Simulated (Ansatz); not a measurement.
Start from ZnCu2SnS4 (space group I-4, No. 82; a = 5.3175 Å, c = 10.6431 Å). Axes: x, y, z lie along a, b, c of the conventional cell.

Calculations: LDA (Ansatz, a program for electronic structure), no SOC.

Before the change:

| Property | Value |
|---|---|
| Pressure | 0.00 GPa |

It is then changed as follows: biaxial strain +1.50 %, plane normal [001], relaxed out of plane (Cartesian); in-plane vectors clamped, the third vector and the atoms free.

How does this affect the ratio −ε⊥/ε∥ and pressure?

The ratio −ε⊥/ε∥ is 1.30; the pressure (mean of the normal stresses, compression positive) goes from zero to -0.90 GPa.

Stability against distortions was not tested. All final runs are without spin polarisation.
